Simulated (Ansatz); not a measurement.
Response to strain in ZnS

Take ZnS in the wurtzite structure (space group P6_3mc, No. 186) as the base.

```
CELL_PARAMETERS angstrom
      3.73826     0.00000     0.00000
     -1.86913     3.23743     0.00000
      0.00000     0.00000     6.14288
ATOMIC_POSITIONS crystal
  Zn 0.33333 0.66667 0.00059
  Zn 0.66667 0.33333 0.50059
  S  0.33333 0.66667 0.37441
  S  0.66667 0.33333 0.87441
```

Cartesian axes are those of the cell as printed.

Strains are applied to the cell and any free atomic positions relax.

The values are results of DFT with LDA, PAW potentials and a 420 eV plane-wave cutoff in Ansatz (a program for electronic structure), without spin-orbit coupling, not measurements.

```csv
uniaxial strain ε_zz (%),band gap (eV)
-3,2.37
-2.4,2.36
-1.8,?
-1.2,2.28
-0.6,2.24
0,2.19
```

**Question.** Fit E_g = E₀ + Dε (ε in %) to the rows shown and predict the withheld row.

**Answer.** Least squares on the printed values gives E₀ = 2.20 eV, D = -61.4 meV per % of strain (largest residual 0.01 eV); this predicts 2.31 eV, and the run gives 2.33 eV, 0.02 higher.

No phonon test of stability was made.
